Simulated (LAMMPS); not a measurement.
MD from the crystal across the composition of Al (fcc) with a share x of Al sites Cu; all at 300 K and zero pressure.

Method: classical MD, pair style eam/alloy, file AlCu.eam.alloy; code LAMMPS.

| x | volume | state | enthalpy | T (K) |
|---|---|---|---|---|
| 0.1 | 16.3660 ± 0.0005 Å³/atom | crystal; no diffusion seen in 30 ps | -3.3208 ± 0.0001 eV/atom | 300 |
| 0.25 | 15.4249 ± 0.0004 Å³/atom | crystal; no diffusion seen in 30 ps | -3.4254 ± 0.0001 eV/atom | 300 |
| 0.5 | 14.0672 ± 0.0003 Å³/atom | crystal; no diffusion seen in 30 ps | -3.5359 ± 0.0001 eV/atom | 300 |
| 0.75 | 12.9388 ± 0.0003 Å³/atom | crystal; no diffusion seen in 30 ps | -3.5491 ± 0.0001 eV/atom | 300 |
| 0.9 | 12.3590 ± 0.0002 Å³/atom | crystal; no diffusion seen in 30 ps | -3.5030 ± 0.0001 eV/atom | 300 |

Caution: the random arrangement on this lattice is imposed, and need not be a phase that exists in equilibrium.

States go by the mean squared displacement: a species diffuses where it passes 1.5 Å², still rises and gives D over 1e-6 cm²/s; a crystal has left its structure where atoms lie 0.35 Å off their sites on average or a cubic box changes its shape by 3 %, or the axial ratios of another lie 8 % off the starting cell's, which the potential's own relaxation can also do.

The ± values are statistical; the model's systematic error is not in them.
